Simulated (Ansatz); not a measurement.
**ZrP: response to strain**

Take ZrP (space group P6_3/mmc, No. 194; a = 3.662 Å, c = 12.484 Å; a cell from a computed database, its experimental status unchecked) as the base. Axes: x lies along a and z along c of the hexagonal cell.

Strains are applied to the cell and any free atomic positions relax; under biaxial strain the out-of-plane vector relaxes too; under stress the whole cell relaxes.

Method: PBEsol in Ansatz (plane waves to 420 eV, PAW, without spin-orbit coupling).

Notes on the quantities. pressure: mean of the normal stresses, compression positive.

```json
[
 {"case": "base", "volume per atom": "18.12 Å³", "pressure": "0.0 GPa", "space group": "P6_3/mmc (No. 194)"},
 {"case": "biaxial strain −0.84 %, plane normal [001], relaxed out of plane", "volume per atom": "___", "pressure": "1.3 GPa", "space group": "P6_3/mmc (No. 194)"},
 {"case": "biaxial strain +4.68 %, plane normal [001], relaxed out of plane", "volume per atom": "19.16 Å³", "pressure": "-6.5 GPa", "space group": "P6_3/mmc (No. 194)"},
 {"case": "uniaxial stress, 1 GPa compression along x", "volume per atom": "18.08 Å³", "pressure": "–", "space group": "Cmcm (No. 63)"},
 {"case": "tensor shear ε_xz = +1.38 %", "volume per atom": "18.12 Å³", "pressure": "___", "space group": "C2/c (No. 15)"}
]
```

What belongs in the blanks?


- biaxial strain −0.84 %, plane normal [001], relaxed out of plane, volume per atom: 17.94 Å³
- tensor shear ε_xz = +1.38 %, pressure: 0.2 GPa

Without a gap, meshes like the base's 15×15×4 leave anisotropic stresses uncertain by several tenths of a GPa, and small strain energies with them. Beyond what the load breaks, stability against distortions was not tested. All final runs are without spin polarisation.

Ansatz is a program for electronic structure.
